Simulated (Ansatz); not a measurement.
The parent structure is Ti in the hcp (Mg type) structure (space group P6_3/mmc, No. 194; relaxed with 0.1 eV smearing).

```
CELL_PARAMETERS angstrom
      2.90164     0.00000     0.00000
     -1.45082     2.51289     0.00000
      0.00000     0.00000     4.59296
ATOMIC_POSITIONS crystal
  Ti 0.66667 0.33333 0.75000
  Ti 0.33333 0.66667 0.25000
```

Cartesian axes are those of the cell as printed.

Level of theory: Ansatz (an electronic-structure program) PBEsol, without spin-orbit coupling.

Modification: an isotropic linear strain of −1.50 %; the atoms relax in the strained cell.

Task: Predict the stress tensor and what it implies for the stiffness.

Result: Stress of the strained cell less that of the base (GPa, compression positive):
```
    5.8     0.0     0.0
    0.0     5.8     0.0
    0.0     0.0     5.9
```

Then B = −ΔP/(ΔV/V₀) with ΔV/V₀ = -0.0443 gives secant stiffness values (nonlinear terms included at this strain): B (at held cell shape, above the free-shape value) ≈ 131 GPa.

As a check, the harmonic strain energy −½ V₀ Δσ:ε is 14 meV/atom; the computed energy rise is 13 meV/atom.

Stability against distortions was not tested. The final runs are not spin-polarised.
